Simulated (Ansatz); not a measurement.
System: CsCl-type AuZn (cubic form, which distorts at low temperature). Method: PBE (Ansatz, an electronic-structure program, PAW).

Settings: plane-wave cutoff 500 eV, 18×18×18 k mesh, Fermi–Dirac smearing 0.1 eV, scalar-relativistic PAW data made under PBE.

Computed at the level's own relaxed cell.

Task: Predict the equilibrium volume per atom and equilibrium lattice constant a.

Result: 
equilibrium volume per atom: 16.18 Å³/atom
equilibrium lattice constant a: 3.186 Å

Note: symmetry holds this phase in the static calculation, where it need not be a minimum.

Spin–orbit coupling is not included; it can shift volumes and moduli of such heavy elements.

Computed values are for the static lattice.

Computing time: very roughly 60 core-seconds.
